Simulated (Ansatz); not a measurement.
Start from PtGe (space group Pnma, No. 62; a = 5.7718 Å, b = 3.7130 Å, c = 6.1288 Å).

Level of theory: r2SCAN (Ansatz, a program for electronic structure, PAW, no spin-orbit coupling).

Base values:

```
Property                             Value
-----------------------------  -----------
Shortest interatomic distance     248.0 pm
Density                        13.54 g/cm³
```

Modification: Ir takes the place of Ge on all its sites, then cell and atoms are relaxed.

**Question.** Predict the new shortest interatomic distance and density.

**Answer.** The shortest interatomic distance grows by 4.43 pm to 252.5 pm; the density increases by 6.27 g/cm³ (13.54 g/cm³ → 19.81 g/cm³).

Whether these cells are dynamically stable was not tested. As relaxed here, IrPt is a hypothetical phase, not in the database extracts checked. The final runs are not spin-polarised.
